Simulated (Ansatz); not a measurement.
Cost and result by functional for the adsorption energy of CH3 on the 1x1 (111) surface of fcc Ir, one in a 2x2 cell, started at the site 'top Ir', in Ansatz (plane waves, PAW). Single points on the PBE structure, on one kind of machine; costs are rough ratios of the slab run's core time (references not counted) to the cheapest single point. r2SCAN's cost holds its higher cutoff (500 against 420 eV). Differences are taken against r2SCAN for comparison alone: no measured value is at hand, so the table doesn't rank accuracy.

Slab: 20 atoms, 6.6 Å thick at the start under the adsorbate (thin: gaps and levels are the slab's own); k 6x6x1, smearing 0.1 eV, dipole-corrected; 8 atoms held, the rest relaxed; start symmetry kept, larger cells not searched; spin-polarised, no spin-orbit, no U, no dispersion correction. The starting moment vanished. At the end it is bonded to Ir. In PBE it is, or lies within 0.03 eV of, the lowest of the starts that converged. These notes are the PBE run's. r2SCAN: The program's check for a lower electronic state was not made. Adsorption energies are against CH4(g) − ½ H2(g). A negative adsorption energy means that the adsorbate is more stable on the surface than in its reference.

```
functional                     relative cost  adsorption energy (eV)  less r2SCAN (eV)
-----------------------------  -------------  ----------------------  ----------------
RPBE                                       1                    0.80              0.29
r2SCAN                                     1                    0.51              0.00
PBE (the relaxed run's value)              –                    0.64              0.13
```

The values span 0.29 eV, while the single points' costs differ by a factor of roughly 1. Differences are of unrounded values.

Ansatz is an electronic-structure program.
